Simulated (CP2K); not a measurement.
A self-consistent single point of Ni₃Se₂ (R32, 5 atoms in the cell) with CP2K.

Method of the run: LDA (Pade form), GPW, DZVP-MOLOPT-SR-GTH basis, GTH-PADE potentials (GTH_POTENTIALS) in CP2K.

The change in words: lattice scaled by 0.98. Reference geometry:
```xyz
5
Lattice="4.1306 0.0000 0.0000 -0.0506 4.1303 0.0000 -0.0506 -0.0512 4.1300" Properties=species:S:1:pos:R:3 pbc="T T T"
Ni     0.9812     3.1111     0.0000
Ni    -0.0506     0.9806     3.1108
Ni     3.0988    -0.0126     1.0191
Se     1.0391     1.0519     1.0650
Se     2.9903     3.0272     3.0649
```

Reference input (self-consistent single point, DFT LDA (Pade form), GPW, DZVP-MOLOPT-SR-GTH basis, GTH-PADE potentials (GTH_POTENTIALS)): CUTOFF = 600 Ry; REL_CUTOFF = 60 Ry; SMEAR/METHOD = GAUSSIAN; SIGMA = 0.1 eV; KPOINTS/SCHEME = MONKHORST-PACK 7 7 7; XC_FUNCTIONAL = PADE; Ni/BASIS_SET = DZVP-MOLOPT-SR-GTH-q18; Ni/POTENTIAL = GTH-PADE-q18; Se/BASIS_SET = DZVP-MOLOPT-SR-GTH-q6; Se/POTENTIAL = GTH-PADE-q6; METHOD = GPW; EPS_DEFAULT = 1e-10. This run's input differs from it in these lines:

```diff
@@ -63,5 +63,5 @@
     &CELL
-      A 4.13061100 0.00000000 0.00000000
-      B -0.05057700 4.13030100 0.00000000
-      C -0.05057600 -0.05119900 4.12998400
+      A 4.04799800 0.00000000 0.00000000
+      B -0.04956600 4.04769500 0.00000000
+      C -0.04956600 -0.05017600 4.04738500
       PERIODIC XYZ
```

Output, abridged:

```
 SCF WAVEFUNCTION OPTIMIZATION

  Step     Update method      Time    Convergence         Total energy    Change
     1 NoMix/Diag. 0.30E+00      -     1.68103851      -528.2816363855 -5.28E+02
     2 Broy./Diag. 0.30E+00      -     0.23066484      -516.4133937212  1.19E+01
     3 Broy./Diag. 0.30E+00      -     0.05755836      -530.7482291108 -1.43E+01
     4 Broy./Diag. 0.30E+00      -     0.05969837      -526.6705941488  4.08E+00
     5 Broy./Diag. 0.30E+00      -     0.00443567      -526.8644933152 -1.94E-01
     6 Broy./Diag. 0.30E+00      -     0.00674480      -526.6191700878  2.45E-01
   [... 7 lines left out ...]
    14 Broy./Diag. 0.30E+00      -     0.00000038      -526.7165272699 -1.67E-07
    15 Broy./Diag. 0.30E+00      -     0.00000066      -526.7165260354  1.23E-06
    16 Broy./Diag. 0.30E+00      -     0.00000040      -526.7165253873  6.48E-07
    17 Broy./Diag. 0.30E+00      -     0.00000006      -526.7165245835  8.04E-07
  *** SCF run converged in    17 steps ***

  Overlap energy of the core charge distribution:               0.00000000104520
  Self energy of the core charge distribution:               -823.24268308598676
  Core Hamiltonian energy:                                    229.09256859341542
  Hartree energy:                                             121.93945815422494
  Exchange-correlation energy:                                -54.50555029618275
  Smearing free energy correction:                             -0.00031794994518
  Fermi energy:                                                 0.39551572043210

  Total energy:                                              -526.71652458346409
  Total energy (extrapolated to sigma->0):                   -526.71636560849151

                     Mulliken Population Analysis

   [... lines left out ...]

 STRESS| Analytical stress tensor [bar]
 STRESS|                        x                   y                   z
 STRESS|      x        1.27250081191E+05   5.08499350182E+03   5.14846758721E+03
 STRESS|      y        5.08499350182E+03   1.27374441064E+05   5.21177298351E+03
 STRESS|      z        5.14846758721E+03   5.21177298351E+03   1.27503170210E+05
 STRESS| 1/3 Trace                                             1.27375897488E+05
```

The run converged in 17 iterations. Against the reference run the free energy goes up by 33.9 meV/atom, the pressure goes from 1.01 to 12.74 GPa and the largest force goes from 0.354 to 0.893 eV/Å.

The starting cell comes from a database of computed structures (which also holds hypothetical and non-ambient phases and stackings), without a prior relaxation at this level. Its lattice was rescaled by a random factor within 2.5 % of one. For this run, on top of that: lattice scaled by 0.98. Spin polarisation is off, so a magnetic state, if there is one, cannot be reached. Values carry the incompleteness of an atom-centred basis. With a pressure of about 13 GPa the cell is away from its equilibrium volume at this level.

Cost on one core of a shared machine: roughly 80 s.
